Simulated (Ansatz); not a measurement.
Rh: biaxial strain −2.50 %, plane normal [111], relaxed out of plane

Take Rh in the fcc (Cu type) structure (space group Fm-3m, No. 225; a = 3.8015 Å; relaxed with 0.1 eV smearing) as the base. Axes: x, y, z lie along the cube axes.

Now apply this change: compressive biaxial strain of 2.50 % in the plane normal to [111], as in epitaxy on a mismatched substrate; the out-of-plane cell vector and the atoms relax.

All numbers come from Kohn–Sham DFT with the r2SCAN functional, run in Ansatz (a quantum-chemistry and plane-wave program) with PAW and 500 eV plane waves, no SOC. k-mesh 30×30×30 (Γ-centred); smearing 0.1 eV (Fermi–Dirac).

| quantity | base | changed | shift |
|---|---|---|---|
| volume per atom | 13.73 Å³ | 13.25 Å³ | -0.489 Å³ |
| space group | Fm-3m (No. 225) | R-3m (No. 166) | – |
| shortest interatomic distance | 2.688 Å | 2.621 Å | -0.067 Å |
| energy relative to the base (free energy F) | 0 meV/atom | +36 meV/atom | +36 meV/atom |
| pressure (mean of the normal stresses, compression positive) | 0.0 GPa | 11.8 GPa | +11.8 GPa |
| band gap | zero | zero | – |
| out-of-plane strain | – | +1.45 % | – |
| ratio −ε⊥/ε∥ | – | 0.58 | – |
| mean in-plane stress (compression positive) | – | +17.7 GPa | – |

Cost of the whole job for the changed cell (relaxation, final SCF and bands): very roughly 3.0 core-minutes.

Stability against distortions was not tested. All final runs are without spin polarisation.
